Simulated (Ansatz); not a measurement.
Consider the following.

```
CELL_PARAMETERS angstrom
      0.00000     3.27453     3.37277
      3.27453     0.00000     3.37277
      3.27453     3.27453     0.00000
ATOMIC_POSITIONS crystal
  K  0.00000 0.00000 0.00000
  Br 0.50000 0.50000 0.50000
```

No spin polarisation.

Level of theory: Ansatz (an electronic-structure program), PBEsol, PAW, cutoff 420 eV, no spin-orbit coupling. Γ-centred 9×9×9 mesh, Fermi–Dirac width 0.05 eV.

Q: Predict the band gap, gap character, valence-band top at Γ and stress.

A: The band gap is 4.26 eV and the gap character comes out as direct at Γ. The valence-band top at Γ (three highest levels, from the VBM) comes out as 0.00, 0.00, -0.01 eV and the stress (xx, yy, zz, yz, xz, xy; compression positive) is (-0.13, -0.13, -0.88, 0.00, 0.00, 0.00) GPa.

The cells carry an imposed strain or load. Stability against distortions was not tested. The cell was made from KBr in the rock salt structure (space group Fm-3m, No. 225) by this change: uniaxial strain ε_zz = +3.00 %.
